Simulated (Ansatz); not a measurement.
# SiRh (model structure, started from the NbAs type, I4₁md, No. 109, 4 atoms in the cell): properties by level of theory

```json
[
 {"level (code)": "PBE (Ansatz)", "lattice parameter a (Å)": "3.387", "c axis length (Å)": "9.744"},
 {"level (code)": "PBEsol (Ansatz)", "lattice parameter a (Å)": "3.363", "c axis length (Å)": "…"},
 {"level (code)": "PBE-D3(BJ) (Ansatz)", "lattice parameter a (Å)": "3.363", "c axis length (Å)": "…"}
]
```

**Question.** Complete the blanks.

**Answer.** 
- PBEsol (Ansatz, a first-principles code), c axis length (Å): 9.568
- PBE-D3(BJ) (Ansatz), c axis length (Å): 9.545

Ansatz's density-functional and Hartree–Fock values are scalar-relativistic unless marked +SOC, with PAW data made under PBE.

The computed numbers hold no vibrational or temperature effects.

A model structure was made by putting elements into a prototype or built by hand; it is no filed structure, need not be a known phase, and can be a saddle point held by its symmetry.
